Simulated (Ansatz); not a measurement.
# HfSiO (model structure, started from the ZrSiS type, P4/nmm, No. 129, 6 atoms in the cell): properties by level of theory

```csv
level (code),equilibrium lattice constant a (Å),lattice parameter c (Å),bulk modulus B0 (GPa),cohesive energy (eV/atom)
LDA (Ansatz),3.239,7.125,200,7.49
PBE (Ansatz),3.308,7.241,173,6.37
PBEsol (Ansatz),[?],7.176,187,6.91
r²SCAN (Ansatz),3.285,[?],[?],6.46
```

**Question.** Complete the blanks.

**Answer.** 
- PBEsol (Ansatz, a quantum-chemistry and plane-wave program), equilibrium lattice constant a (Å): 3.270
- r²SCAN (Ansatz), lattice parameter c (Å): 7.201
- r²SCAN (Ansatz), bulk modulus B0 (GPa): 189

Caveats: the bulk modulus is −V dP/dV from two relaxed cells at ±2 % in volume (LDA, PBE, PBEsol, r²SCAN). Ansatz's density-functional and Hartree–Fock values are scalar-relativistic unless marked +SOC, with PAW data made under PBE.

Free atoms are spin-polarised, in the lowest state found; at levels without +SOC their spin–orbit coupling is left out.

The computed numbers hold no vibrational or temperature effects.

A model structure was made by putting elements into a prototype or built by hand; it is no filed structure, need not be a known phase, and can be a saddle point held by its symmetry.
